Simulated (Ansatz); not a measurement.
# KF: 1 layer

Consider KF in the rock salt structure (space group Fm-3m, No. 225; a = 5.318 Å). Axes: x, y, z lie along the cube axes.

Modification: a free-standing slab of 1 layer (2 atoms, 2 a layer) is cut normal to the z axis, with 15 Å of vacuum and the in-plane cell held at bulk; forces were under the threshold from the start, so the atoms kept their bulk positions.

The values are results of r2SCAN (Ansatz, a quantum-chemistry and plane-wave program; PAW; 500 eV plane waves; without spin-orbit coupling), not measurements. k-mesh 9×9×1 (Γ-centred); smearing 0.05 eV (Fermi–Dirac), for the changed cell.

The layer's space group (with vacuum) amounts to P4/mmm (No. 123) and the band gap decreases by 1.27 eV, from 6.91 eV to 5.64 eV. The gap character is direct at Γ and the valence-band top at Γ (three highest levels, from the VBM) becomes 0.00, 0.00, -0.18 eV (base: 0.00, 0.00, 0.00 eV).

Whether these cells are dynamically stable was not tested. Labels are those of the standard path for the cell's own space group.
